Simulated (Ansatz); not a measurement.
Refining one setting for Y₂Al₃Si₂ (C2/m, 7 atoms in the cell)

```xyz
7
Lattice="5.1100 -2.0177 0.0000 5.1100 2.0177 0.0000 -1.3034 0.0000 6.4874" Properties=species:S:1:pos:R:3 pbc="T T T"
Y      5.9175     0.0000     2.0954
Y      2.9992     0.0000     4.3919
Al     2.9504     0.0000     0.8706
Al     5.9663     0.0000     5.6168
Al     0.0000     0.0000     0.0000
Si     0.1169     0.0000     4.1539
Si     8.7997     0.0000     2.3335
```

Computed with PBEsol, default PAW files made with PBE (plane waves; Ansatz, an electronic-structure program).

The starting cell comes from a database of published, mostly measured structures (it also holds non-ambient and calculated ones), without a prior relaxation at this level. Ansatz's pressure includes its estimate of the finite-basis (Pulay) stress.

Held fixed: kpoints.mp_grid.grid = 5 5 3; hamiltonian.xc = pbesol; hamiltonian.pseudopotentials = {kind: paw} (the program's default PAW files); scf.occupations.method = fermi_dirac; scf.occupations.width = 0.0073 Ry.

ΔF is the free energy per atom less that of the last row (61.7 Ry).

The first pressure column holds Ansatz's estimate of the finite-basis (Pulay) stress, which hides part of the cutoff error; the other is without it.

```
basis.ecutwfc  ΔF (meV/atom)  pressure (GPa)  largest force (eV/Å)  pressure at a fixed set of plane waves (GPa)  plane waves
-------------  -------------  --------------  --------------------  --------------------------------------------  -----------
12.5 Ry                878.3            0.28                 0.171                                        -24.00          679
15.4 Ry                272.6           -0.47                 0.078                                         -9.91          927
18.4 Ry                  [?]           -1.51                 0.070                                         -4.83         1185
21.7 Ry                 24.9           -1.86                 0.041                                         -3.01         1553
24.6 Ry                  [?]           -1.93                 0.040                                         -2.39         1855
27.9 Ry                 1.58           -1.98                 0.041                                         -2.10         2267
30.9 Ry                 0.36           -1.99                 0.041                                         -2.02         2605
35.6 Ry                 0.14           -1.99                 0.041                                         -1.99         3233
40.1 Ry                 0.09           -1.99                 0.041                                         -1.99         3871
46.3 Ry                 0.04           -1.99                 0.041                                         -1.99         4803
54 Ry                   0.02           -1.99                 0.041                                         -1.99         6041
61.7 Ry                 0.00           -1.99                 0.041                                         -1.99         7395
```

**Question.** What belongs in the gaps?

**Answer.** 
- 18.4 Ry, ΔF (meV/atom): 85.4
- 24.6 Ry, ΔF (meV/atom): 7.6

Keys are those of Ansatz 0.2.
